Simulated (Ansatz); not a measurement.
(18,0) carbon nanotube.

Levels: PBE (plane waves to 420 eV, PAW; Ansatz, a program for electronic structure); r2SCAN (plane waves to 500 eV, PAW; Ansatz). Unmarked values and the geometry are of the first. Mesh 1×1×18. No spin polarisation. Isolated but for its images some 11 Å away. An idealised model, rolled from the flat sheet. Symmetry and one short period hold its shape; lower forms weren't sought. Buckling under compression is shut out by symmetry and the short period.

```
Quantity                                                                 Result
---------------------------------------------------------  --------------------
period along the axis (72 atoms)                                        4.272 Å
mean diameter                                                           14.17 Å
energy over the flat sheet                                         +39 meV/atom
PBE gap                                                    0.02 eV, direct at Γ
valence and conduction edges under the vacuum level (PBE)      4.30 and 4.29 eV
r2SCAN gap at this geometry                                             0.02 eV
axial stiffness dF/dε                                                   1490 nN
```
